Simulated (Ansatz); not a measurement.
**Be$_{2}$C (space group Fm-3m, No. 225)**

```yaml
crystal:
  lattice:
    - [0.00000, 2.16425, 2.16425]
    - [2.16425, 0.00000, 2.16425]
    - [2.16425, 2.16425, 0.00000]
  atoms:
    - { symbol: Be, position: [0.25000, 0.25000, 0.25000] }
    - { symbol: Be, position: [0.75000, 0.75000, 0.75000] }
    - { symbol: C, position: [0.00000, 0.00000, 0.00000] }
```

Calculations: PBE (Ansatz, a program for electronic structure; PAW; 420 eV plane waves; spin-orbit coupling left out). k-mesh 13×13×13 (Γ-centred); smearing 0.05 eV (Fermi–Dirac).

| Item | Value |
|---|---|
| Volume per atom | 6.76 Å³ |
| Density | 2.46 g/cm³ |
| Band gap | 1.17 eV, indirect, Γ → X |
| Electron mass | 0.69 mₑ along k, 0.23 mₑ across |
| Hole mass (degenerate bands, along [100]) | 0.26, 0.26, 0.42 mₑ |
| Lowest conduction-band minima above the VBM | X along ⟨100⟩ 1.17 eV |
| Total energy | -145.724 eV/atom (σ→0; compares only within this code and set-up) |

Masses are band curvatures over ±0.01 Å⁻¹ around the edge. Along k means along the line from Γ to the band edge. Gaps are Kohn–Sham eigenvalue differences; semilocal functionals usually give less than the measured gap. Whether these cells are dynamically stable was not tested.
